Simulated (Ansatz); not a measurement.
Input and output of a self-consistent single point for a (001) slab of LaYMg6 (cut from a parent of space group no. 38; 16 atoms in the cell) (Ansatz, a first-principles code).

Method: LDA (PW92), default PAW files made with PBE (plane waves; Ansatz).

```
LaMg6Y
1.0
    4.92573     0.00000     0.00000
    0.00000     8.25544     0.00000
    0.00000     0.00000    21.61450
La Y Mg
2 2 12
Direct
  0.50000   0.50000   0.55995
  0.50000   0.00000   0.32713
  0.50000   0.50000   0.32386
  0.50000   0.00000   0.55667
  0.50000   0.24381   0.67421
  0.50000   0.75619   0.67421
  0.00000   0.23811   0.56170
  0.00000   0.76189   0.56170
  0.00000   0.50000   0.67614
  0.00000   0.50000   0.44252
  0.50000   0.74381   0.44139
  0.50000   0.25619   0.44139
  0.00000   0.73811   0.32888
  0.00000   0.26189   0.32888
  0.00000   0.00000   0.44332
  0.00000   0.00000   0.67534
```

Reference input (self-consistent single point, DFT, LDA (PW92), plane waves, default PAW files made with PBE): basis.ecutwfc = 420 eV; kpoints.mp_grid.grid = 5 3 1; hamiltonian.xc = lda; hamiltonian.pseudopotentials = {kind: paw} (the program's default PAW files); scf.occupations.method = methfessel_paxton; scf.occupations.width = 0.1 eV. This run's input differs from it in these lines:

Ansatz 0.2 input:
```diff
@@ -23,3 +23,3 @@
 basis:
-  ecutwfc: 420.0
+  ecutwfc: 210.0
 kpoints:
```

The program printed (abridged):

```
SCF iter   1: F=—  HF=-42442.750615 eV  |F-HF|=—  |Δ(HF+E_count)|=         —  Δρ=1.40e-2  dr2=6.66e-1  ethr=1.77e-3  ⟨swp⟩=12.0  Hψ=3038  notcnv=0
all-band conjugate gradients solve this SCF's bands
preconditioner: auto → LDOS
SCF iter   2: F=—  HF=-42442.232394 eV  |F-HF|=—  |Δ(HF+E_count)|=   5.18e-1  S|Δr|=    0.00e0  Δρ=6.50e-3  dr2=1.80e-1  ethr=4.06e-4  ⟨swp⟩=2.0  Hψ=1226  notcnv=0  defer=52
   [... lines left out ...]
SCF iter   7: F=—  HF=-42442.035393 eV  |F-HF|=—  |Δ(HF+E_count)|=   2.48e-6  S|Δr|=    0.00e0  Δρ=7.59e-6  dr2=2.00e-6  ethr=9.72e-9  ⟨swp⟩=2.0  Hψ=744  notcnv=0  defer=49
SCF iter   8: F=—  HF=-42442.035393 eV  |F-HF|=—  |Δ(HF+E_count)|=   1.33e-8  S|Δr|=    0.00e0  Δρ=2.75e-6  dr2=1.99e-7  ethr=1.22e-9  ⟨swp⟩=2.0  Hψ=678  notcnv=0  defer=49
SCF iter   9: F=-42442.035393 eV  HF=-42442.035393 eV  |F-HF|=1.87e-8  |Δ(HF+E_count)|=   1.34e-8  S|Δr|=    0.00e0  Δρ=1.17e-6  dr2=3.04e-8  ethr=6.10e-11  ⟨swp⟩=18.8  Hψ=2588  notcnv=0
SCF 1 converged in 9 iterations: F = -42442.035393 eV  dr2 = 3.04e-8
Stability not checked (fill_not_monotonic)
Free energy (F): -42442.035393 eV
Internal energy: -42442.032276 eV  (E = F + TS)
E sigma→0 (E₀):  -42442.034613 eV
Entropy (-TS):   -0.003117 eV (-0.195 meV/atom)
Fermi energy:    1.443832 eV
--- Forces (eV/Å), atoms counted from 1 ---
  atom   1  La    -0.00000000    -0.00000000     0.46972341
  atom   2  La     0.00000000     0.00000000    -0.19714339
  atom   3  Y     -0.00000000     0.00000000     0.24053478
  atom   4  Y     -0.00000000     0.00000000     0.27887928
   [... lines left out ...]
  atom  16  Mg     0.00000000    -0.00000000    -0.40152143
--- Stress (GPa, compression-positive) ---
       -0.594055       0.000000       0.000000
        0.000000      -1.009878       0.000000
        0.000000       0.000000      -1.079288
  P = ⅓ Tr σ = -0.8944 GPa (-8.944 kbar)
  The stress holds the Pulay correction. Without it, at fixed plane waves, as pw.x and ABINIT print it: P = -17.9427 GPa
```

The run converged in 9 iterations. Against the reference run the free energy rises by 1.03 eV/atom and the largest force goes from 0.452 to 0.470 eV/Å.

The starting cell comes from a database of computed structures (which also holds hypothetical and non-ambient phases and stackings), without a prior relaxation at this level. The slab is cut from that crystal, and its faces are unrelaxed. Its lattice was rescaled in the plane by a random factor within 2.5 % of one. The two faces of this cut differ, and no dipole correction was used. The cutoff lies below the one recommended for these files.
